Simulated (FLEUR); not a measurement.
FLEUR run on Si₂W (I4/mmm, 3 atoms in the cell): self-consistent single point.

Method: LDA (Perdew-Zunger), all-electron FLAPW (FLEUR), scalar-relativistic valence.

```
CELL_PARAMETERS angstrom
     -1.60736     1.60736     3.90103
      1.60736    -1.60736     3.90103
      1.60736     1.60736    -3.90103
ATOMIC_POSITIONS crystal
  Si 0.33499 0.33499 0.00000
  Si 0.66501 0.66501 0.00000
  W  0.00000 0.00000 0.00000
```

Reference input (self-consistent single point, DFT, PBE, all-electron FLAPW (FLEUR), scalar-relativistic valence): Kmax = 4.4 1/bohr; GmaxXC = 17.6 1/bohr; xcFunctional = pbe; jspins = 1; l_soc = F; mode = hist; fermiSmearingEnergy = 0.00183747 Htr; mesh (inpgen div1-3) = 12 12 12; inpgen gamma flag = true; Gmax = 17.6 1/bohr; numbands = 0; maxIterBroyd = 40. This run's input differs from it in these lines:

```diff
@@ -15,2 +15,3 @@
 &comp jspins=1 /
+&exco xctyp='pz' /
 &kpt div1=12 div2=12 div3=12 gamma=t /
@@ -27,3 +28,3 @@
       <coreElectrons ctail="T" frcor="F" kcrel="0" coretail_lmax="0"/>
-      <xcFunctional name="pbe" relativisticCorrections="F"/>
+      <xcFunctional name="pz" relativisticCorrections="F"/>
       <magnetism jspins="1"/>
```

Log, with long lists cut:

```
 Iteration:     1   Distance:       9.32476751 me/bohr^3
 Iteration:     2   Distance:       8.64502772 me/bohr^3
 Iteration:     3   Distance:       4.06422781 me/bohr^3
 Iteration:     4   Distance:       0.95266798 me/bohr^3
 Iteration:     5   Distance:       0.81536455 me/bohr^3
   [... 6 lines left out ...]
 Iteration:    12   Distance:       0.00067853 me/bohr^3
 Iteration:    13   Distance:       0.00022763 me/bohr^3
 Iteration:    14   Distance:       0.00005905 me/bohr^3
 Iteration:    15   Distance:       0.00000353 me/bohr^3
 Reset of history
 Run finished successfully
 Stop message:
   Structural relaxation: new displacements generated

[file out, last iteration]
             iter=     16
[...]
          total density-effective poten   -2.8966175506E+04
          total charge density-energy d   -3.5580640475E+02
 Updated energy parameters for spin:           1
[...]
 fermi energy and band-weighting factors:
    0.758899    0.758899

[...]
FERMIE:
          first approx. to ef    (T=0)  :   0.549638 htr   (energy of the highest occ. eigenvalue)
          number of occ. states  (T=0)  :       1790
          first approx. to seigv (T=0)  :  -4.400900 htr
          sum of weights of occ. states :  11.001157
          sum of semicore charge        :   0.000000 e
FERHIS:  Fermi-Energy by histogram:
          bandgap                     :   0.000893 htr
   [... lines left out ...]
          charge neutrality (T=0)     :   0.002315    (zero if the highest occ. eigenvalue is "entirely" occupied)
     EF_NEWTON:  Adjust Fermi-Energy by Newton-Method.
 Direct bandgap for spin            1 :    1.6071029869151321E-002  Htr
 ---->    free energy=                    -16734.8656241237 htr
   [... lines left out ...]
      extrapolation for T->0
 ---->    total electron energy=          -16734.8655871475 htr
 ***** TOTAL FORCES ON ATOMS *****
 TOTAL FORCE FOR ATOM TYPE=  1  X=  0.000   Y=  0.000   Z=  4.939
                       FX_TOT= 0.000000 FY_TOT= 0.000000 FZ_TOT=-0.000376
 TOTAL FORCE FOR ATOM TYPE=  2  X=  0.000   Y=  0.000   Z=  0.000
                       FX_TOT= 0.000000 FY_TOT= 0.000000 FZ_TOT= 0.000000
```

The run converged in 15 iterations. FLEUR gives forces in its relaxation mode, with a further iteration, so its stop message speaks of a relaxation. Against the reference run the largest force goes from 0.143 to 0.019 eV/Å.

The starting cell comes from a database of computed structures (which also holds hypothetical and non-ambient phases and stackings), without a prior relaxation at this level. Spin-orbit coupling is off. Spin polarisation is off. Values depend on the basis (sphere radii, cutoffs, local orbitals), which need not be converged. The log's line on a gap gives a spacing of levels on this mesh, which the program prints for metals too.

Cost on one core of a shared machine: roughly 4 min.
